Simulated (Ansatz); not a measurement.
Start from Ga2O3 in the corundum structure (space group R-3c, No. 167).

```yaml
crystal:
  lattice:
    - [2.49230, 1.43893, 4.48055]
    - [-2.49230, 1.43893, 4.48055]
    - [0.00000, -2.87786, 4.48055]
  atoms:
    - { symbol: Ga, position: [0.35540, 0.35540, 0.35540] }
    - { symbol: Ga, position: [0.14460, 0.14460, 0.14460] }
    - { symbol: Ga, position: [0.64460, 0.64460, 0.64460] }
    - { symbol: Ga, position: [0.85540, 0.85540, 0.85540] }
    - { symbol: O, position: [0.55362, 0.94638, 0.25000] }
    - { symbol: O, position: [0.25000, 0.55362, 0.94638] }
    - { symbol: O, position: [0.94638, 0.25000, 0.55362] }
    - { symbol: O, position: [0.44638, 0.05362, 0.75000] }
    - { symbol: O, position: [0.75000, 0.44638, 0.05362] }
    - { symbol: O, position: [0.05362, 0.75000, 0.44638] }
```

The values are results of r2SCAN (Ansatz, a first-principles code, PAW, no spin-orbit coupling), not measurements.

Base values:

The volume per atom comes out as 9.64 Å³ and the smallest direct gap is 3.81 eV. The width of the top valence band comes out as 0.46 eV.

One thing is altered: In takes the place of Ga on all its sites; the structure is relaxed again.

Tabulated Pauling electronegativity and covalent radius: Ga 1.81, 1.22 Å; In 1.78, 1.42 Å.

**Question.** How does this affect the volume per atom, smallest direct gap and width of the top valence band?

**Answer.** The volume per atom grows by 3.11 Å³ (9.64 Å³ → 12.75 Å³); the smallest direct gap decreases by 1.97 eV to 1.84 eV; the width of the top valence band falls by 0.242 eV to 0.21 eV.

Stability against distortions was not tested.
